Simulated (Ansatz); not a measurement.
# BaF2, pressure series

Base system: BaF₂ in the fluorite structure (space group Fm-3m, No. 225).

```
CELL_PARAMETERS angstrom
      0.00000     3.06871     3.06871
      3.06871     0.00000     3.06871
      3.06871     3.06871     0.00000
ATOMIC_POSITIONS crystal
  Ba 0.00000 0.00000 0.00000
  F  0.25000 0.25000 0.25000
  F  0.75000 0.75000 0.75000
```

Cell and atoms are relaxed at each pressure.

All numbers come from PBEsol (Ansatz, a first-principles code; PAW; 420 eV plane waves; scalar-relativistic without spin-orbit coupling).

**Question.** Only one of these has a direct gap. Which?
(A) pressure 50 GPa
(B) pressure −1 GPa
(C) pressure 3 GPa
(D) pressure −2 GPa
(E) pressure 7 GPa

**Answer.** A, pressure 50 GPa. Computed: pressure 50 GPa: direct at X; pressure −1 GPa: indirect, K–Γ (36 % along) → Γ; pressure 3 GPa: indirect, K–Γ (36 % along) → Γ; pressure −2 GPa: indirect, K–Γ (36 % along) → Γ; pressure 7 GPa: indirect, K–Γ (36 % along) → Γ

Load acts through the strain it causes; cell and atoms are relaxed under it. No phonon test of stability was made. Competing high-pressure phases were not computed.
